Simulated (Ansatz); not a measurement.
**A constructed model of the (0001) surface of 4H silicon carbide, Si-terminated, (√3x√3)R30° Sn adatom at H3 (bottom of the slab: 3 H on 3 bottom sites)**

Method: r2SCAN, at the PBE geometry and the start's symmetry (plane waves to 500 eV, PAW; Ansatz, an electronic-structure program).

Slab: 28 atoms, 11.2 Å thick at the start with caps and adatoms (thin: gaps and levels are the slab's own); k 6x6x1, smearing 0.025 eV, dipole-corrected; single point; on the structure that PBE left under its start's symmetry; spin-polarised, ending with about 1.0 μB a cell; orders that need a larger cell were not tried, no spin-orbit, no U. The program's check for a lower electronic state was not made. In PBE it lies 0.11 eV a 1x1 cell over the lowest computed structure of the same composition ((√3x√3)R30° Sn adatom at T4).

```
Property                                                         Result
-----------------------------------------------  ----------------------
gap of the slab on its k-mesh                                   0.60 eV
highest filled level below the top vacuum level                 4.87 eV
magnetic moment of the cell                                     1.00 μB
cost                                             roughly 4 core-minutes
```
